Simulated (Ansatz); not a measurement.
Ansatz (a program for electronic structure) run on PbI2 (P-3m1, 3 atoms in the cell): zone-centre phonon calculation.

Method of the run: PBE (plane waves, PAW; Ansatz).

```
CELL_PARAMETERS angstrom
      2.29140    -3.96882     0.00000
      2.29140     3.96882     0.00000
      0.00000     0.00000     7.01490
ATOMIC_POSITIONS crystal
  Pb 0.00000 0.00000 0.00000
  I  0.33333 0.66667 0.26800
  I  0.66667 0.33333 0.73200
```

Reference input (self-consistent single point, DFT, PBE, plane waves, default PAW files): basis.ecutwfc = 420 eV; kpoints.mp_grid.grid = 6 6 4; hamiltonian.xc = pbe; hamiltonian.pseudopotentials = {kind: paw} (the program's default PAW files); scf.occupations.method = fermi_dirac; scf.occupations.width = 0.01 eV. This run's input differs from it in these lines:

Ansatz 0.2 input:
```diff
@@ -13,3 +13,3 @@
   mp_grid:
-    grid: [6, 6, 4]
+    grid: [4, 4, 2]
 hamiltonian:
@@ -20,8 +20,7 @@
   occupations:
-    method: fermi_dirac
-    width: 0.01
-output:
-  forces: true
-  eigenvalues: true
-  stress: true
+    method: fixed
+phonons:
+  method: dfpt
+  dielectric: true
+  rigid_motions: translations
```

Output, abridged:

```
SCF iter   1: F=—  HF=-26934.199934 eV  |F-HF|=—  |Δ(HF+E_count)|=         —  Δρ=6.03e-4  dr2=3.15e-4  ethr=1.77e-3  ⟨swp⟩=5.1  Hψ=1501  notcnv=0  defer=38
all-band conjugate gradients solve this SCF's bands
preconditioner: auto → Resta (q_TF=auto, 2.318 Å⁻¹)
SCF iter   2: F=—  HF=-26934.198158 eV  |F-HF|=—  |Δ(HF+E_count)|=   1.78e-3  Δρ=4.06e-4  dr2=1.69e-4  ethr=6.57e-7  ⟨swp⟩=3.0  Hψ=1037  notcnv=0  defer=40
   [... lines left out ...]
SCF iter   7: F=—  HF=-26934.198291 eV  |F-HF|=—  |Δ(HF+E_count)|=   6.59e-8  Δρ=5.25e-6  dr2=3.01e-8  ethr=2.05e-10  ⟨swp⟩=2.0  Hψ=728  notcnv=0  defer=22
SCF iter   8: F=—  HF=-26934.198290 eV  |F-HF|=—  |Δ(HF+E_count)|=   6.64e-9  Δρ=3.64e-6  dr2=1.43e-8  ethr=6.27e-11  ⟨swp⟩=2.0  Hψ=728  notcnv=0  defer=22
SCF iter   9: F=—  HF=-26934.198290 eV  |F-HF|=—  |Δ(HF+E_count)|=   6.15e-9  Δρ=1.58e-6  dr2=2.61e-9  ethr=2.97e-11  ⟨swp⟩=3.0  Hψ=752  notcnv=0  defer=22
SCF iter  10: F=-26934.198290 eV  HF=-26934.198290 eV  |F-HF|=2.18e-11  |Δ(HF+E_count)|=   1.54e-9  Δρ=9.07e-8  dr2=1.08e-11  ethr=1.00e-12  ⟨swp⟩=14.4  Hψ=3430  notcnv=0
SCF 1 converged in 10 iterations: F = -26934.198290 eV  dr2 = 1.08e-11
DFPT response loops at Γ: preconditioner auto → Resta (q_TF=auto, 2.318 Å⁻¹)  ε∞=5.2 (no band partly filled) …
── the response to a field inside a basis, on 4×4×2 k-points: an SCF that follows is theirs, and a resumed run solves both again ──
Crystal: 3 atoms, lattice volume = 127.589 Å³
Bands: 25, of which v1, the nominal top of the filled ones, is band 24 counted from 1 (23 counted from 0)
k-points: 10 of 32 (irreducible under 4 space group operations)
Initial density: handed on by an earlier stage of this run
Initial wavefunctions: pseudopotential atomic-orbital guess (no wavefunctions were taken with the density)
   [... lines left out ...]
WARN: field response: ε∞ stands inside a basis, on 4×4×2 points …
Free energy (F): -26934.198290 eV
Fermi energy:    4.957337 eV
   [... lines left out ...]
         75.38      2             0.0000
         93.29      1             0.0000
        108.40      1             3.2873
        109.97      1             0.7090
  optical modes at Γ + LO–TO along q̂ = [0.0000, 0.0000, 1.0000]:
      ω (cm⁻¹)  modes    IR ((D/Å)²/amu)
         59.04      2             6.5747
         75.38      2             0.0000
         93.29      1             0.0000
        120.22      1             0.7090
```

The run converged in 14 iterations. 

Summary of the result:
- Free energy E − TS (on the zero of these files): -26934.1983 eV
- Top of the valence band (on the code's own zero): 4.96 eV
- Gap on the k-point mesh: 2.21 eV
- Zone-centre frequencies (cm⁻¹; negative means imaginary): 0, 0, 0, 59, 59, 75, 75, 93, 110
- ε∞ at this k-point mesh, which may be far from converged in small-gap cells (xx, yy, zz): 6.65, 6.65, 5.02
- Born charges at this mesh (mean of the diagonal, e): Pb 3.31, I -1.66, I -1.66

The starting cell has typed, rounded lattice constants, without a prior relaxation at this level. Its lattice was rescaled by up to half a per cent. Spin-orbit coupling is off. The frequencies listed for the zone centre hold no LO-TO term.

Cost on one core of a shared machine: roughly 2 min.
